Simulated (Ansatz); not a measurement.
# AlN in the wurtzite structure (space group P6_3mc, No. 186)

```xyz
4
Lattice="3.1303 0.0000 0.0000 -1.5651 2.7109 0.0000 0.0000 0.0000 5.0181" Properties=species:S:1:pos:R:3 pbc="T T T"
Al     1.5651     0.9036     0.0169
Al     0.0000     1.8073     2.5260
N      1.5651     0.9036     3.1204
N      0.0000     1.8073     0.6114
```

Computed with Ansatz (a quantum-chemistry and plane-wave program) PBE, no spin-orbit coupling. Settings: 12×12×7 k-points, 0.05 eV Fermi–Dirac smearing.

| Quantity | Result |
|---|---|
| Volume per atom | 10.65 Å³ |
| Density | 3.20 g/cm³ |
| Band gap | 4.03 eV, direct at Γ |
| Total energy | -462.127 eV/atom (σ→0; compares only within this code and set-up) |

No phonon test of stability was made.
